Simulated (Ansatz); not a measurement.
Base system: BP in the zinc blende structure (space group F-43m, No. 216; a = 4.4905 Å).

Computed with Ansatz (a quantum-chemistry and plane-wave program), LDA, PAW, cutoff 420 eV, no spin-orbit coupling.

For the base:

| Property | Value |
|---|---|
| Width of the top valence band | 5.67 eV |
| Smallest direct gap | 3.43 eV |
| Band gap | 1.14 eV |

One thing is altered: every lattice vector is shortened by 3.00 %, atoms relaxed at fixed cell.

**Question.** How does this affect the width of the top valence band?

**Answer.** The width of the top valence band goes up by 0.55 eV, from 5.67 eV to 6.22 eV.

**Question.** Predict the new energy relative to the base.

**Answer.** The energy grows by 55 meV/atom.

**Question.** Estimate the effect on the smallest direct gap.

**Answer.** The smallest direct gap rises by 0.17 eV (3.43 eV → 3.60 eV).

**Question.** Estimate the effect on the band gap.

**Answer.** The band gap shrinks by 0.12 eV to 1.02 eV.

The cells carry an imposed strain or load. No phonon test of stability was made.
